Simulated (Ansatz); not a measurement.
## By hand: reaction energy

We look at the reaction energy. Reaction: SiF4 (gas) + 2 H2O (gas) → SiO2 (quartz) + 4 HF (gas). A negative value means that the right-hand side lies lower.

SiO2 (quartz, P3₁21), 9 atoms in the cell. Conventional cell: a = b = 5.020 Å, c = 5.510 Å, α = β = 90.00°, γ = 120.00°.

Ansatz (a program for electronic structure) with PAW potentials; structures come from PBE relaxations, nuclei static, no net charge. Ansatz runs with its default PAW set. A dispersion term (D3(BJ), or D4 for r2SCAN) was computed beside these levels and is taken off wherever the name lacks it.

Total energies of the cells in eV, at zero smearing width. They compare only within one column; the weights balance every element.

| cell | atoms | weight | PBE |
|---|---|---|---|
| SiO2 (quartz) | 9 | +1 | -5322.22229 |
| HF (gas) | 2 | +12 | -824.20259 |
| SiF4 (gas) | 5 | −3 | -3873.84263 |
| H2O (gas) | 3 | −6 | -599.22149 |

PBE: (-5322.22229) + 12 × (-824.20259) − 3 × (-3873.84263) − 6 × (-599.22149) = 4.203 eV; dividing by 3 gives 1.40 eV.

What follows from the PBE value: Per mole of the reaction as written, 1.401 eV × 96.485 = 135.2 kJ.
